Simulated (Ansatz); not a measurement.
Results of LDA (PAW; Ansatz, a program for electronic structure) for CaTiO3 (Pnma, No. 62).

Numerical settings: plane-wave cutoff 520 eV, 6×6×6 k mesh, Fermi–Dirac smearing 0.01 eV, no spin polarisation, scalar-relativistic PAW data made under PBE.

A third-order Birch–Murnaghan fit to the energies gives V0 = 10.680 Å³/atom, B0 = 202 GPa, B′ = 4.2.

| V (Å³/atom) | P (GPa) |
|---|---|
| 10.253 | (withheld) |
| 10.467 | 4.25 |
| 10.680 | 0.00 |
| 10.894 | (withheld) |
| 11.107 | -7.29 |

### Question
Estimate the withheld pressures from this fit; the answers are the runs' own values.

### Answer

- 10.253, P (GPa): 8.98
- 10.894, P (GPa): -3.84

The formula P = (3/2) B0 (x^(7/3) − x^(5/3)) [1 + (3/4)(B′ − 4)(x^(2/3) − 1)] with x = V0/V meets the computed pressures within 0.01 GPa when these rounded values are put in.

Shape and atoms are relaxed at each volume.

Note: the relaxation could not lower the start's symmetry, so the cell can be a saddle point above a distorted one; the bulk modulus comes from volumes at which shape and atoms were relaxed.

Computed values are for the static lattice.
